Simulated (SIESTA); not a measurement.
A working SIESTA input for Ca4IrN4 (P-1, 18 atoms in the cell) (DFT, GGA PBEsol, numerical atomic orbitals DZP, PseudoDojo PBEsol standard norm-conserving potentials (rewritten from UPF to PSML)):

```
# files in the folder: Ca.psml Ir.psml N.psml (PseudoDojo PBEsol standard)
SystemName  Ca4IrN4
SystemLabel siesta

NumberOfAtoms                18
NumberOfSpecies              3
%block ChemicalSpeciesLabel
  1 20 Ca
  2 77 Ir
  3 7 N
%endblock ChemicalSpeciesLabel
LatticeConstant              1.0 Ang
%block LatticeVectors
     5.990200000    0.000000000    0.000000000
     2.069840000    5.793931000    0.000000000
     2.551113000   -0.723024000    7.952857000
%endblock LatticeVectors
AtomicCoordinatesFormat      Ang
%block AtomicCoordinatesAndAtomicSpecies
     8.235270138    3.918021529    6.758019764  1
     2.375882862    1.152885471    1.194837236  1
     2.745599416    4.179620323    0.105216298  1
     7.865553584    0.891286677    7.847640702  1
     2.913125728    3.939940267    3.419648981  1
     7.698027272    1.130966733    4.533208019  1
     4.852300879    0.950826449    3.020972260  1
     5.758852121    4.120080551    4.931884740  1
     5.751557726    3.938078948    1.905504537  2
     4.859595274    1.132828052    6.047352463  2
     4.756860172    5.418759982    2.983991475  3
     5.854292828   -0.347852982    4.968865525  3
     6.709426976    5.400111857    0.956649169  3
     3.901726024   -0.329204857    6.996207831  3
     4.048505834    2.798137893    1.671451956  3
     6.562647166    2.272769107    6.281405044  3
     3.793663102    2.598654508    5.420031103  3
     6.817489898    2.472252492    2.532825897  3
%endblock AtomicCoordinatesAndAtomicSpecies

XC.functional                GGA
XC.authors                   PBEsol
PAO.BasisSize                DZP
PAO.EnergyShift              0.01 Ry
MeshCutoff                   350 Ry
%block kgrid.MonkhorstPack
    5   0   0  0.0
    0   4   0  0.0
    0   0   3  0.0
%endblock kgrid.MonkhorstPack
OccupationFunction           MP
OccupationMPOrder            1
ElectronicTemperature        50.0 meV

MaxSCFIterations             150
SCF.Mixer.Method             Broyden
SCF.Mixer.Weight             0.1
SCF.Mixer.History            8
SCF.DM.Tolerance             1.0E-05
Diag.ParallelOverK           true
WriteForces                  true
```

The run converged in 22 iterations: free energy E − TS -16900.5278 eV; Fermi level (on the code's own zero) -4.40 eV; pressure 5.81 GPa; largest force (vector length) 0.616 eV/Å. Each of these slips is then made, one at a time:

(1)
```diff
-  1 20 Ca
+  1 21 Ca
```

(2)
```diff
-%endblock LatticeVectors
```

Predict the outcome of each change.


(1) An atomic number that does not match the species' potential. The program stopped before any SCF iteration.

(2) A section without its end line. The program stopped before any SCF iteration.

The starting cell comes from a database of computed structures (which also holds hypothetical and non-ambient phases and stackings), without a prior relaxation at this level. Spin polarisation is off. Values carry the incompleteness of an atom-centred basis. In the base run, with a pressure of about 6 GPa the cell is away from its equilibrium volume at this level.

Left out of this page: 4 runs of the series outside the window shown, repeating another row's setting, or not comparable.
